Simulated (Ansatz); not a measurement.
The starting structures come from a database of crystals and need not be the phases stable at ambient conditions.

 Where the default PAW files enter, the runs use the earlier of Ansatz's two default sets.

Consider the following.

```xyz
10
Lattice="5.3790 0.0000 0.0000 2.6895 5.0115 0.0000 2.6895 1.4434 4.4291" Properties=species:S:1:pos:R:3 pbc="T T T"
Zn     5.3790     5.0560     1.6187
Zn     5.3790     1.3989     2.8105
Sn     2.6895     2.9734     0.6642
Sn     8.0685     3.4815     3.7649
O      6.2238     3.8028     0.2214
O      4.5343     2.6521     4.2077
O      6.4434     4.8274     3.3655
O      4.3146     1.6275     1.0637
O      3.4699     4.3740     1.9743
O      7.2882     2.0809     2.4548
```

Space group of this cell: R-3. The cell is taken as given; by PBEsol its mean pressure is -7.0 GPa.

Calculation: PBEsol (plane waves, PAW; Ansatz, a program for electronic structure).

The current runs along the normal of the first two printed vectors; no spin-orbit coupling. Scaled by the factor s: all lengths (ions clamped). The meshes follow the cell: 8×8×8 and 8×6 across at s = 0.98, 8×8×8 and 6×6 across at s = 1.00, 8×8×8 and 6×6 across at s = 1.02.

```tsv
s	mean pressure (GPa)	slowest mid-gap decay constant κ (1/Å)
0.98	3.7	0.171
1.00	-7.0	0.138
1.02	-14.7	?
```

Q: Take the slope of the slowest mid-gap decay constant κ against ln s from the two given rows, extrapolate to s = 1.02, and say what the run there gives.

A: Slope = (0.171 − 0.138) / ln 0.98 = -1.63 1/Å. The line gives 0.138 + (-1.63) × ln 1.02 = 0.106 1/Å. The run gives 0.106 1/Å, as the line does.
